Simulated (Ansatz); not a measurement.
Space group Fm-3m (No. 225); a = 4.254 Å, b = 4.254 Å, c = 4.254 Å, α = 90.00°, β = 90.00°, γ = 90.00°

| atom | site | symmetry | x | y | z |
|---|---|---|---|---|---|
| O | 4a | m-3m | 0.0000 | 0.0000 | 0.0000 |
| Mg | 4b | m-3m | 0.5000 | 0.5000 | 0.5000 |
(The calculation used a cell of 2 atoms; values per cell refer to that cell.)

### Question
What linear thermal expansion coefficient does quasi-harmonic approximation on PBE in Ansatz (a first-principles code) give at 200 K, and what isobaric heat capacity per mole of formula units and Grüneisen parameter?

### Answer
α = 9.7 × 10⁻⁶ K⁻¹; C_P = 29.3 J/(mol K); γ = 1.67. No phase change or melting is allowed for: the numbers belong to this structure as given.
